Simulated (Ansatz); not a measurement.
**Hypothetical P6_3/mmc PtSe2 under a change: pressure 1.8 GPa**

Consider PtSe2 in the 2H-MoS2 type structure (space group P6_3/mmc, No. 194; a = 3.591 Å, c = 11.248 Å; a hypothetical phase, not in the database extracts checked; layered, stacked along the Cartesian z axis).

Perturbation: cell and atoms relaxed at a pressure of 1.8 GPa.

Computed with r2SCAN+rVV10 in Ansatz (plane waves to 500 eV, PAW, without spin-orbit coupling), earlier PAW set. k-mesh 15×15×4 (Γ-centred); smearing 0.05 eV (Fermi–Dirac).

The volume per atom decreases by 0.71 Å³ to 20.22 Å³ and the density grows by 0.326 g/cm³ to 9.66 g/cm³. The lattice parameter a decreases by 0.030 Å, from 3.591 Å to 3.561 Å and the c/a ratio falls by 0.029 (3.133 → 3.104). The shortest interatomic distance shrinks by 0.0061 Å, from 2.554 Å to 2.547 Å and the enthalpy H = E + PV relative to the base's energy is +0.23 eV/atom. The band gap is still zero.

Final structure:

```
PtSe2
1.0
    3.56059     0.00000     0.00000
   -1.78030     3.08356     0.00000
    0.00000     0.00000    11.05196
Pt Se
2 4
Direct
  0.33333   0.66667   0.25000
  0.66667   0.33333   0.75000
  0.33333   0.66667   0.61388
  0.66667   0.33333   0.11388
  0.66667   0.33333   0.38612
  0.33333   0.66667   0.88612
```

Load acts through the strain it causes; cell and atoms are relaxed under it. Stability against distortions was not tested. The final runs are not spin-polarised. PtSe2 has a high density of states at the Fermi level and may be magnetic at this level.

Ansatz is a first-principles code.
